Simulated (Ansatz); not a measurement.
System: Ru-vacancy pair (Ru on one host Ir site, one Ir site vacant) in fcc Ir (neutral cell). The step: the Ru atom itself jumps into the vacancy (Ru-vacancy distance between ideal sites 2.74 Å throughout); the atom moves 2.76 Å along (0.00, 0.50, 0.50) of the unit cell; the moving atom starts with neighbours Ir at 2.71, 10 Ir at 2.73 Å and ends with Ir at 2.71, 10 Ir at 2.73 Å. A PBE band in Ansatz (plane-wave PAW, a 2×2×2 k-point mesh shifted by half a step, 32 host sites, 22 SCF runs with any check of the saddle's order, static, no finite-size correction) gives a forward barrier of 2.57 eV. The saddle point's order was not checked, and it lies on a symmetry element of the cell, where a band can be held. Forms of the defect that were not tried may lie lower.

Single points at the band's start and saddle point can refine it. Rough cost of one point, in units of the band's mean SCF on the same machine:

| Level | Cost of one point |
|---|---|
| PBE, a 4×4×4 k-point mesh shifted by half a step | about 7 |
| r2SCAN at 500 eV, a 2×2×2 k-point mesh shifted by half a step | about 2 |

Question: Which of these move the barrier by more than 0.1 eV, and how far does each move it?

Answer: PBE, a 4×4×4 k-point mesh shifted by half a step: +0.13 eV; r2SCAN at 500 eV, a 2×2×2 k-point mesh shifted by half a step: -0.05 eV. Each functional is compared with PBE at the same k-points.

Ansatz is a program for electronic structure.
